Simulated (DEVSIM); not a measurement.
Structure: abrupt Ge n-p junction, at 300 K.

Layer 1 from the left is Ge, thickness (μm) 4.20, Nd (cm⁻³) 6.5e15, τn (s) 3.3e-7, τp (s) 3.3e-7. Layer 2 from the left is Ge, thickness (μm) 3.00, Na (cm⁻³) 6.4e15, τn (s) 3.3e-7, τp (s) 3.3e-7.

Left contact: ohmic. Right contact: ohmic. Voltage is applied to the left contact. Recombination: SRH at mid-gap. Mobility is μmin + (μ − μmin)/(1 + (N/Nref)^α).

This is a model device: material constants are rounded textbook-type values typed into the input, and sizes, dopings and lifetimes were drawn at random. Values at 300 K.

Ge: gap (eV) 0.664, affinity (eV) 4, permittivity 16, Nc (cm⁻³) 1.04e19, Nv (cm⁻³) 6e18, μn (cm²/Vs) 3900, μp (cm²/Vs) 1900, μn,min 150, μp,min 100, Nref,n 2.6e17, Nref,p 4e17, αn 0.56, αp 0.6.

Model (solved in DEVSIM): 1D drift-diffusion, Boltzmann statistics, complete ionisation; no tunnelling, impact ionisation, image-force lowering or self-heating.

Dark forward current:

| |V| (V) | |J| (A/cm²) |
|---|---|
| 0.05 | 0.02785 |
| 0.10 | 0.2184 |
| 0.15 | 1.514 |
| 0.20 | 9.948 |
| 0.25 | 54.87 |
| 0.30 | 203.8 |
| 0.35 | 509.8 |
| 0.40 | 989.3 |
| 0.45 | 1645 |
| 0.50 | 2476 |

Problem. Work out the local ideality factor n = ΔV / (kT/q · ln(J2/J1)) between the rows 0.15 and 0.20 V, 0.45 and 0.50 V.

Solution. kT/q = 25.85 mV. From 0.15 to 0.20 V: ln(9.948/1.514) = 1.883, n = 1.03, near the 1 of diffusion or emission over a barrier. From 0.45 to 0.50 V: ln(2476/1645) = 0.409, n = 4.73.

Problem. Estimate the current at 0.15 V from the Shockley equation with J0 = Σ q ni² D/(N L) coth(W/L), τ joining the SRH, radiative and Auger lifetimes that are on, and W taken as the whole layer.

Solution. ni² = 4.36e26 cm⁻⁶; holes in the n layer: μ = 1760 cm²/Vs, D = 45.5 cm²/s, τ = 3.30e-7 s, L = 38.7 μm, W/L = 0.11, term 0.00117 A/cm²; electrons in the p layer: μ = 3480 cm²/Vs, D = 90.0 cm²/s, τ = 3.30e-7 s, L = 54.5 μm, W/L = 0.055, term 0.00328 A/cm². J0 = 0.00445 A/cm², and J = J0 exp(qV/kT) = 1.47 A/cm². The simulation gives 1.51 A/cm²; the estimate lies 2.7 % below. The estimate leaves out recombination in the depletion region and that region's share of W.
